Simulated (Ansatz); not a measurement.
Start from Ru in the hcp (Mg type) structure (space group P6_3/mmc, No. 194; a = 2.691 Å, c = 4.249 Å; relaxed with 0.1 eV smearing). Axes: x lies along a and z along c of the hexagonal cell.

All numbers come from Ansatz (a program for electronic structure), PBEsol, PAW, cutoff 420 eV, scalar-relativistic without spin-orbit coupling.

Modification: uniaxial strain ε_zz = −2.50 %, all other strain components held at zero, atoms relaxed at fixed cell.

Problem. Predict the stress tensor and what it implies for the stiffness.

Solution. Stress of the strained cell less that of the base (GPa, compression positive):
```
    5.3     0.0     0.0
    0.0     5.3     0.0
    0.0     0.0    19.4
```

Then −Δσ_ii/ε with ε = -0.0250 gives secant stiffness values (nonlinear terms included at this strain): C33 ≈ 775 GPa, C13 ≈ 213 GPa and C23 ≈ 213 GPa.

As a check, the harmonic strain energy −½ V₀ Δσ:ε is 20 meV/atom; the computed energy rise is 20 meV/atom.

Stability against distortions was not tested. All final runs are without spin polarisation.
